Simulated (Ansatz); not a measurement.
AlP (F-43m): ε∞ = 8.329, static ε₀ = 10.49, effective LO energy 61.3 meV, hole mass 0.707 mₑ (band masses from PBE with spin-orbit coupling, rigid bands run with Ansatz, a quantum-chemistry and plane-wave program, cell and atoms relaxed with PBE; dielectric constants and zone-centre modes from Ansatz with LDA on its own relaxed cell).

Task: Work out the Fröhlich coupling α = (1/ε∞ − 1/ε₀) √(m Ry/ħω_LO) and what it means for transport at 300 K.

Result: 1/ε∞ − 1/ε₀ = 0.0247 and √(m × 13.606 eV/ħω) = 12.5, so α = 0.310; in weak coupling the polaron mass is about m(1 + α/6). By the iterated Boltzmann equation for weak coupling, the polar-phonon-limited mobility is 410 cm²/(V·s) at 300 K (1600 at 200 K, 199 at 400 K).

Model: isotropic Fröhlich coupling of one parabolic band to one effective longitudinal optical (LO) phonon, from the dielectric constants and phonon modes at the zone centre, chosen so that α equals the sum over the polar modes. Acoustic, nonpolar, intervalley and impurity scattering are left out, and they lower the mobility further; with several valleys or bands the averaged mass is a rough stand-in. Semilocal functionals tend to overestimate ε∞, which makes α low and the mobility high.
